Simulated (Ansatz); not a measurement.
**Effective masses and thermopower of CdS (P6_3mc)**

Here is the system:

```yaml
crystal:
  lattice:
    - [4.12426, 0.00000, 0.00000]
    - [-2.06213, 3.57172, 0.00000]
    - [0.00000, 0.00000, 6.70920]
  atoms:
    - { symbol: Cd, position: [0.66667, 0.33333, 0.50020] }
    - { symbol: Cd, position: [0.33333, 0.66667, 0.00020] }
    - { symbol: S, position: [0.66667, 0.33333, 0.87680] }
    - { symbol: S, position: [0.33333, 0.66667, 0.37680] }
```

Calculation: PBEsol, rigid bands (plane waves, PAW, scalar-relativistic; Ansatz, a quantum-chemistry and plane-wave program). Cell: cell and atoms relaxed with PBEsol.

| Quantity | Value |
|---|---|
| band gap | 1.09 eV |
| electron conductivity mass (300 K, dilute) | 0.136 (x), 0.136 (y), 0.127 (z) mₑ |
| hole conductivity mass (300 K, dilute) | 1.10 (x), 1.10 (y), 1.45 (z) mₑ |
| effective density of states N_c (300 K) | 1.1e18 cm⁻³ |
| effective density of states N_v (300 K) | 6.4e19 cm⁻³ |
| density-of-states mass, electrons | 0.127 mₑ |
| density-of-states mass, holes | 1.86 mₑ |
| Seebeck coefficient, n-type 1e19 cm⁻³, 300 K | -81 μV/K |
| best n-type power factor at 300 K for τ = 10 fs (best axis; densities from 1e16 to 1e21 cm⁻³ tried, whether or not they can be reached) | 1.44 μW/(cm·K²) at 3e18 cm⁻³ |
| Seebeck coefficient, p-type 1e19 cm⁻³, 300 K | 384 μV/K |
| best p-type power factor at 300 K for τ = 10 fs (best axis; densities from 1e16 to 1e21 cm⁻³ tried, whether or not they can be reached) | 11.4 μW/(cm·K²) at 3e20 cm⁻³ |

Rigid bands; masses and Seebeck coefficients take one relaxation time τ for all states and one kind of carrier; polarons and phonon drag are left out. Spin-orbit coupling is left out; where it splits the top of the valence band, N_v and the p-type Seebeck coefficient come out somewhat high without it.
